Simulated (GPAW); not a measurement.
A self-consistent single point of NiO (Fm-3m, 2 atoms in the cell) with GPAW.

Level of theory: PBE, GPAW PAW datasets PBE (gpaw-data 1.0.1) (plane waves; GPAW 25.7.0).

```xyz
2
Lattice="0.0000 2.1070 2.1070 2.1070 0.0000 2.1070 2.1070 2.1070 0.0000" Properties=species:S:1:pos:R:3 pbc="T T T"
Ni     0.0000     0.0000     0.0000
O      2.1070     2.1070     2.1070
```
Moments meant for the start (each program seeds them in its own way; μB, in the order of the atoms Ni O): 2.0 0.0.

Reference input (self-consistent single point, DFT PBE+U, plane waves, GPAW PAW datasets PBE (gpaw-data 1.0.1)): spinpol = true; mode = pw; ecut = 900 eV; xc = PBE; setups = {Ni: :d,6.2}; kpts = 13 13 13; mesh shift (steps) = 0 0 0; occupations.name = methfessel-paxton; occupations.width = 0.05 eV; occupations.order = 0; nbands = -8; convergence.forces = 0.001 eV/Å. This run's input differs from it in these lines:

```diff
@@ -17,4 +17,3 @@
             xc='PBE',
-            setups={'Ni': ':d,6.2'},
-            kpts=(13, 13, 13),
+            kpts=(7, 7, 7),
             occupations={'name': 'methfessel-paxton', 'width': 0.05, 'order': 0},
```

Output (repeated stretches shortened):

```
     iter     time        total  log10-change:         magmom
                         energy   eigst   dens  force
iter:   1 --:--:--   -13.470085   +0.81                  +2.0008
iter:   2 --:--:--   -13.685926   -0.36  -1.23           +1.8417
iter:   3 --:--:--   -13.375960   -1.29  -1.28           +1.8143
iter:   4 --:--:--   -13.361099   -2.44  -1.59           +1.8201
iter:   5 --:--:--   -13.437538   -2.12  -1.67           +1.8134
iter:   6 --:--:--   -13.508582   -3.19  -2.07           +1.8265
iter:   7 --:--:--   -13.363743   -2.23  -1.94           +1.6851
iter:   8 --:--:--   -13.358317   -3.29  -2.31           +1.8109
   [... lines left out ...]
iter:  14 --:--:--   -13.358139c  -4.94  -2.81           +1.8015
iter:  15 --:--:--   -13.357641c  -4.95  -3.10           +1.8025
iter:  16 --:--:--   -13.357681c  -6.11  -3.45           +1.8083
iter:  17 --:--:--   -13.357691c  -6.61  -4.05c          +1.8054
iter:  18 --:--:--   -13.357804c  -5.68  -4.09c          +1.8091
iter:  19 --:--:--   -13.357820c  -6.64  -4.54c          +1.8122
iter:  20 --:--:--   -13.357823c  -6.92  -4.49c          +1.8124
iter:  21 --:--:--   -13.357823c  -7.58c -4.33c          +1.8132
iter:  22 --:--:--   -13.357823c  -8.21c -4.72c -23.36c   +1.8130
Converged after 22 iterations.

Dipole moment: (-0.000000, -0.000000, -0.000000) |e|*Ang

Total magnetic moment: (0.000000, 0.000000, 1.812954)
Local magnetic moments:
   0 Ni ( 0.000000,  0.000000,  1.502868)
   1 O  ( 0.000000,  0.000000,  0.217877)

Energy contributions relative to reference atoms: (reference = -43408.850748)

Kinetic:        +24.369625
Potential:      -20.817022
External:        +0.000000
XC:             -17.185973
Entropy (-ST):   -0.001651
Local:           +0.276372
SIC:             +0.000000
--------------------------
Free energy:    -13.358648
Extrapolated:   -13.357823

Spin contamination: 0.003602 electrons
Showing only first 2 kpts
                      Up                     Down
 Kpt  Band  Eigenvalues  Occupancy  Eigenvalues  Occupancy
  0     9      5.08519    1.00000      5.93033    1.00000
   [... lines left out ...]

Fermi level: 7.78654

No gap
No difference between direct/indirect transitions
Energy (eV): -13.357823

Forces in eV/Ang:
  0 Ni   -0.00000   -0.00000   -0.00000
  1 O     0.00000   -0.00000   -0.00000

Stress tensor:
    -0.024837    -0.000000     0.000000
    -0.000000    -0.024837     0.000000
     0.000000     0.000000    -0.024837
Stress (GPa, Voigt): [-3.9793 -3.9793 -3.9793  0.      0.     -0.    ]
```

The run converged in 22 iterations. GPAW prints stress with tension positive. Against the reference run no clean gap remains on the mesh (levels overlap or are partly filled), against 2.24 eV before and the size of the net moment goes from 1.00 to 0.91 μB/atom.

At such cutoffs GPAW's stress carries a finite-basis (Pulay) error, which enters relaxed cells too; its log prints stress with tension positive.

The starting cell comes from a database of computed structures (which also holds hypothetical and non-ambient phases and stackings), without a prior relaxation at this level. Its lattice was rescaled by a random factor within 2.5 % of one. With one magnetic atom in the cell only a parallel order is possible.

Cost on one core of a shared machine: roughly 90 s.
